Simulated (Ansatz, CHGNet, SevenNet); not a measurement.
**CoSn (P6/mmm, No. 191, 6 atoms in the cell; start mp-20536): properties by level of theory**

```
level (code)     lattice constant a (Å)  lattice parameter c (Å)
---------------  ----------------------  -----------------------
CHGNet 0.3.0                      5.247                    4.300
SevenNet-0                          [?]                    4.238
SevenNet-l3i5                     5.298                    4.238
PBEsol (Ansatz)                     [?]                      [?]
```

Some entries are withheld; supply them.


- SevenNet-0, lattice constant a (Å): 5.294
- PBEsol (Ansatz, a first-principles code), lattice constant a (Å): 5.218
- PBEsol (Ansatz), lattice parameter c (Å): 4.171

Caveats: the relaxation could not lower the start's symmetry, so the cell can be a saddle point above a distorted one (CHGNet 0.3.0, SevenNet-0, SevenNet-l3i5, PBEsol). Ansatz's density-functional and Hartree–Fock values are scalar-relativistic unless marked +SOC, with PAW data made under PBE.

The crystal itself was run without spin with PBEsol; a magnetic state was not tried in these runs.

Computed values are for the static lattice.

A start named mp-… is a Materials Project structure, which need not be a measured phase.
